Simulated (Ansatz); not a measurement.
C11b WSi2, treated with PBE-D3(BJ) in Ansatz (plane waves, PAW).

Run with plane-wave cutoff 520 eV, 24×24×24 k mesh, Fermi–Dirac smearing 0.05 eV, no spin polarisation, scalar-relativistic PAW data made under PBE.

Equation-of-state points:

```tsv
V (Å³/atom)	E − E_lowest (meV/atom)
12.720	16.63
12.985	4.01
13.250	0.00
13.515	3.73
13.780	14.40
```

### Question
Fit the third-order Birch–Murnaghan equation and give B0 and B′.

### Answer
V0 = 13.250 Å³/atom, B0 = 234 GPa, B′ = 4.4 (fit to the energies at full precision).

Shape and atoms are relaxed at each volume.

Spin–orbit coupling is not included.

Static lattice: no zero-point or thermal effects.

The result took around 23 core-minutes (rough).

Ansatz is a quantum-chemistry and plane-wave program.
